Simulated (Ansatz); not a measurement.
Abridged Ansatz (an electronic-structure program) output:

```
Pseudopotential: N, paw, valence charge 5
Pseudopotential: Ta, paw, valence charge 13
Crystal: 2 atoms, lattice volume = 21.252 Å³
Basis set: ecut = 420 eV, 405 PW (Γ), exchange–correlation on 40×40×40 points (8 copies of the dense FFT grid, shifted against one another)
Bands: 13, of which v1, the nominal top of the filled ones, is band 9 counted from 1 (8 counted from 0)
Symmetry: 12 space group operations
k-points: 126 of 1859 (time reversal used)
Functional: x = pbesol(κ = 0.804, μ = 0.12345679012345678), c = pbesol(β = 0.046)
SCF iter   1: F=—  HF=-10188.581612 eV  |F-HF|=—  |Δ(HF+E_count)|=         —  Δρ=4.87e-2  dr2=2.78e-1  ethr=3.10e-3  ⟨swp⟩=5.5  Hψ=7982  notcnv=0
SCF iter   2: F=—  HF=-10188.558055 eV  |F-HF|=—  |Δ(HF+E_count)|=   2.36e-2  Δρ=2.40e-2  dr2=5.79e-2  ethr=1.55e-3  ⟨swp⟩=2.0  Hψ=3100  notcnv=0
SCF 1 converged in 7 iterations: F = -10188.559984 eV  dr2 = 8.59e-11
SCF converged after 7 iterations
Free energy (F): -10188.559984 eV
Internal energy: -10188.559348 eV  (E = F + TS)
E sigma→0 (E₀):  -10188.559666 eV
Entropy (-TS):   -0.000636 eV (-0.318 meV/atom)
Fermi energy:    20.290855 eV
--- Forces (eV/Å), atoms counted from 1 ---
  atom   1  N      0.00000000     0.00000000    -0.00000000
  atom   2  Ta     0.00000000    -0.00000000    -0.00000000
--- Stress (GPa, compression-positive) ---
        0.000857      -0.000000       0.000000
       -0.000000       0.000857       0.000000
        0.000000       0.000000      -0.001067
  P = ⅓ Tr σ = 0.0002 GPa (0.002 kbar)
```

Q: What was computed, and what are the main results?

A: TaN, 2 atoms in the cell, with PBEsol (Ansatz; PAW; 420 eV plane waves; no SOC), earlier PAW set. The last SCF converged to F = -10188.559984 eV, or -5094.2800 eV per atom, at a pressure of 0.00 GPa. The total energy compares only with runs of the same code, potentials and settings.

With Ta present, leaving out spin-orbit coupling can change the band edges. Stability against distortions was not tested. The final runs are not spin-polarised. The cell was made from WN by this change: W → Ta; the result is a model cell. This is not the structure that TaN has at room temperature and ambient pressure.
